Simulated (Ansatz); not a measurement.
The parent structure is CoCl₃ in the ReO3 type structure (space group Pm-3m, No. 221; ferromagnetic; a hypothetical phase, not in the database extracts checked; relaxed with 0.1 eV smearing).

```yaml
crystal:
  lattice:
    - [4.65855, 0.00000, 0.00000]
    - [0.00000, 4.65855, 0.00000]
    - [0.00000, 0.00000, 4.65855]
  atoms:
    - { symbol: Co, position: [0.00000, 0.00000, 0.00000] }
    - { symbol: Cl, position: [0.50000, 0.00000, 0.00000] }
    - { symbol: Cl, position: [0.00000, 0.00000, 0.50000] }
    - { symbol: Cl, position: [0.00000, 0.50000, 0.00000] }
```

Computed with Ansatz (a quantum-chemistry and plane-wave program) PBE, without spin-orbit coupling.

Base values:

The pressure comes out as 0.0 GPa.

Now apply this change: every lattice vector is stretched by 1.18 %; the atoms relax in the strained cell.

Problem. What does the calculation give for the energy relative to the base after the change?

Solution. The energy grows by 3.7 meV/atom.

Problem. What does the calculation give for the pressure after the change?

Solution. The pressure goes from zero to -1.3 GPa.

Whether these cells are dynamically stable was not tested. No Hubbard U is applied and the magnetic state is the run's own (CoCl3 ferromagnetic); small cells can't hold the antiferromagnetic order that many such compounds have, so gaps and moments can be off.
